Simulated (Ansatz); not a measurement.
Start from YSi in the rock salt structure (space group Fm-3m, No. 225; a = 5.746 Å; a hypothetical phase, not in the database extracts checked; relaxed with 0.1 eV smearing). Axes: x, y, z lie along the cube axes.

The change: the cell is compressed by 5.63 % along z with no lateral relaxation, atoms relaxed at fixed cell.

Levels (all Ansatz, a first-principles code, PAW): PBEsol (420 eV, scalar-relativistic without spin-orbit coupling); r2SCAN (500 eV, scalar-relativistic without spin-orbit coupling).

The geometry is relaxed with PBEsol.

| Property | Result |
|---|---|
| PBEsol pressure | 5.2 GPa |

Problem. Predict the pressure from r2SCAN.

Solution. The pressure increases by 4.08 GPa (5.2 GPa → 9.2 GPa).

Single points use the geometry relaxed with PBEsol. Their cutoffs differ, which shifts pressures a little. The cells carry an imposed strain or load. Stability against distortions was not tested. All final runs are without spin polarisation. An odd electron count without spin: YSi. YSi has a high density of states at the Fermi level and may be magnetic at this level.
